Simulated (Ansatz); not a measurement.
We consider zinc-blende KF (model structure), described by HSE06 (Ansatz, an electronic-structure program, plane waves, PAW).

Run with plane-wave cutoff 500 eV, 6×6×6 k mesh, gaussian smearing 0.02 eV, scalar-relativistic PAW data made under PBE.

Cell (relaxed at this level):

```
KF
1.0
    0.00000     2.95414     2.95414
    2.95414     0.00000     2.95414
    2.95414     2.95414     0.00000
K F
1 1
Cartesian
  0.00000   0.00000   0.00000
  1.47707   1.47707   1.47707
```

**Question.** What does this level give for the band gap?

**Answer.** 
* **band gap**: 6.98 eV (on the SCF k mesh)

Note: the relaxation could raise the start's symmetry but not lower it, so the cell can be a saddle point.

Static lattice: no zero-point or thermal effects.

It cost roughly 100 core-seconds of CPU time.

A model structure was made by putting elements into a prototype or built by hand; it is no filed structure, need not be a known phase, and can be a saddle point held by its symmetry.
